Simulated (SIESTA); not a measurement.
A self-consistent single point of Co (P-3m1, 2 atoms in the cell) with SIESTA.

Method of the run: LDA PW92, numerical atomic orbitals DZP, PseudoDojo LDA standard norm-conserving potentials (rewritten from UPF to PSML) (SIESTA).

```
CELL_PARAMETERS angstrom
      1.26127    -2.18459     0.00000
      1.26127     2.18459     0.00000
      0.00000     0.00000     4.09035
ATOMIC_POSITIONS crystal
  Co 0.33333 0.66667 0.26222
  Co 0.66667 0.33333 0.75000
```
Moments meant for the start (each program seeds them in its own way; μB, in the order of the atoms Co Co): 2.0 2.0.

Reference input (self-consistent single point, DFT, LDA PW92, numerical atomic orbitals DZP, PseudoDojo LDA standard norm-conserving potentials (rewritten from UPF to PSML)): XC.functional = LDA; XC.authors = PW92; potentials = PseudoDojo LDA standard; PAO.BasisSize = DZP; PAO.EnergyShift = 0.005 Ry; MeshCutoff = 400 Ry; kgrid.MonkhorstPack = 7 7 4; OccupationFunction = FD; ElectronicTemperature = 1160.45 K; Spin = polarized; DM.InitSpin = [1 +2.00, 2 +2.00]; MaxSCFIterations = 150. This run's input differs from it in these lines:

```diff
@@ -43,3 +43,6 @@
 SCF.Mixer.History            8
-SCF.DM.Tolerance             1.0E-05
+SCF.DM.Converge              false
+SCF.H.Converge               false
+SCF.FreeE.Converge           true
+SCF.FreeE.Tolerance          1.0E-12 eV
 Diag.ParallelOverK           true
```

Output (repeated stretches shortened):

```
        iscf     Eharris(eV)        E_KS(eV)     FreeEng(eV)     dDmax    Ef(eV) dHmax(eV)
   scf:    1    -8296.589436    -8311.941826    -8312.012302  0.567258 -3.680471  9.611965
     spin moment: {S} , |S| = {        0.0        0.0    3.30581 }     3.30581
   scf:    2    -8316.112332    -8314.175192    -8314.242875  0.132945 -4.277867  6.577950
     spin moment: {S} , |S| = {        0.0        0.0    3.31113 }     3.31113
   scf:    3    -8316.505423    -8316.082184    -8316.155622  0.208544 -5.489545  0.295629
     spin moment: {S} , |S| = {        0.0        0.0    3.29510 }     3.29510
   [... lines left out ...]
     spin moment: {S} , |S| = {        0.0        0.0    3.14569 }     3.14569
   scf:  148    -8316.092233    -8316.092233    -8316.168491  0.000000 -5.474508  0.000000
     spin moment: {S} , |S| = {        0.0        0.0    3.14569 }     3.14569
   scf:  149    -8316.092233    -8316.092233    -8316.168491  0.000000 -5.474508  0.000000
     spin moment: {S} , |S| = {        0.0        0.0    3.14569 }     3.14569
   scf:  150    -8316.092233    -8316.092233    -8316.168491  0.000000 -5.474508  0.000000
     spin moment: {S} , |S| = {        0.0        0.0    3.14569 }     3.14569
SCF_NOT_CONV: SCF did not converge in maximum number of steps (required).
SCF_NOT_CONV: SCF did not converge in maximum number of steps (required).
Geom step, scf iteration, dDmax, dHmax:    0   150      0.000000     0.000000
Geom step, scf iteration, dDmax, dHmax:    0   150      0.000000     0.000000

ABNORMAL_TERMINATION
ABNORMAL_TERMINATION
Stopping Program from Node:    0
Stopping Program from Node:    0
```

The run ended unconverged after 150 iterations. 

The starting cell has typed, rounded lattice constants, without a prior relaxation at this level. Its lattice was rescaled by up to half a per cent. One atom was moved a little off its site on purpose. Values carry the incompleteness of an atom-centred basis.

Cost on one core of a shared machine: roughly 6 min.
